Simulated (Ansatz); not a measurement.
Reference: BN (P6_3mc), PBE, rigid bands (plane waves, PAW, scalar-relativistic; Ansatz, a program for electronic structure); axes and stresses refer to this cell.

```yaml
crystal:
  lattice:
    - [2.54101, 0.00000, 0.00000]
    - [-1.27050, 2.20058, 0.00000]
    - [0.00000, 0.00000, 4.20329]
  atoms:
    - { symbol: B, position: [0.33333, 0.66667, 0.00027] }
    - { symbol: B, position: [0.66667, 0.33333, 0.50027] }
    - { symbol: N, position: [0.33333, 0.66667, 0.37473] }
    - { symbol: N, position: [0.66667, 0.33333, 0.87473] }
```

- band gap = 5.19 eV
- hole mass along z = 1.29 mₑ
- electron mass along x = 0.52 mₑ

Task: After one change the values are band gap 5.45 eV; hole mass along z 1.19 mₑ; electron mass along x 0.56 mₑ. Name the change that produced these shifts.
A. biaxial stress in the c plane of -36 GPa (compression positive)
B. hydrostatic pressure of -18 GPa (compression positive)
C. hydrostatic pressure of 36 GPa (compression positive)

Result: A, biaxial stress in the c plane of -36 GPa (compression positive)

Masses are for dilute carriers at 300 K, harmonic means over directions unless an axis is named. Spin-orbit coupling is left out unless a row names it. Stresses and pressures are the targets of the relaxation.  The structure type is held under load, also where the real crystal would transform.
